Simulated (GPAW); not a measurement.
## σxx against uniaxial strain in CsCl-type RuAl (space group 221): C11 (GPAW, LDA)

```yaml
crystal:
  lattice:
    - [2.91298, 0.00000, 0.00000]
    - [0.00000, 2.95734, 0.00000]
    - [0.00000, 0.00000, 2.95734]
  atoms:
    - { symbol: Al, position: [0.50000, 0.50000, 0.50000] }
    - { symbol: Ru, position: [0.00000, 0.00000, 0.00000] }
```

Computed with LDA (Perdew-Wang 92), GPAW PAW datasets LDA (gpaw-data 1.0.1) (plane waves; GPAW 25.7.0). Settings: mode = pw; ecut = 585 eV; xc = LDA; kpts = 22 22 22; mesh shift (steps) = 0 0 0; occupations.name = fermi-dirac; occupations.width = 0.05 eV; nbands = -6; convergence.density = 1e-06 e/electron; convergence.energy = 1e-06 eV/electron; symmetry.symmorphic = false; symmetry.tolerance = 0.0005; maxiter = 150. The cell above is the first row's. The rows stretch one cube axis (x) by the strain ε and hold the other two. Stress is positive in tension. In all rows fractional positions and the k mesh are held.

| ε (%) | σxx (GPa) |
|---|---|
| -1.5 | -5.34 |
| -1.0 | -3.42 |
| -0.5 | -1.57 |
| 0.0 | 0.21 |
| 0.5 | 1.93 |
| 1.0 | 3.59 |
| 1.5 | 5.20 |
| 2.0 | ? |

The 7 complete rows are fitted with a parabola, σxx against ε. Least squares gives σxx = 0.210 + 3.5100·ε - 0.1248·ε². Residuals (row less fit): -0.004, 0.005, 0.006, 0.000, -0.004, -0.005, 0.006; standard error 0.006 (degrees of freedom: 4). The slope at ε = 0, 3.5100 GPa per cent, gives C11 ≈ 100 × 3.5100 = 351 GPa, for the static lattice.

**Question.** Predict the withheld σxx at ε = 2.0 from the fit, and compare with the calculation.

**Answer.** σxx = 0.210 + 3.5100 × 2.0 - 0.1248 × 2.0² = 6.731 GPa. The calculation gives 6.74 GPa, 0.009 GPa above the prediction (0.1 % of the range of σxx in the table). The row lies outside the fitted rows, so this is an extrapolation. From the scatter of the fitted rows alone, a prediction at this place has a standard error of 0.011 GPa, so the miss is 0.8 times that.

Carrying the step between the two nearest rows on in a straight line would have given 6.81, off by 0.07; series whose last step already gives the withheld value aren't shown. The reference cell has the volume at which an earlier scan in this program and functional put its minimum by a fit. The runs keep the symmetry of the cell, so they don't test it for distortions. The unstrained cell stands at a pressure of -0.21 GPa, and the constants belong to that pressure. By symmetry this strain leaves no force on the atoms; the largest in the rows is 0.000 eV/Å. Spin polarisation is off. Without a gap such slopes are sensitive to mesh and smearing. Cutoffs and mesh are single choices, not tested for convergence of this quantity. Series with a scatter that would blur these digits, or in which a gap closes, are not shown. Strain series were run only where this level's volume lies within 10 % of a first guess from the measured size.
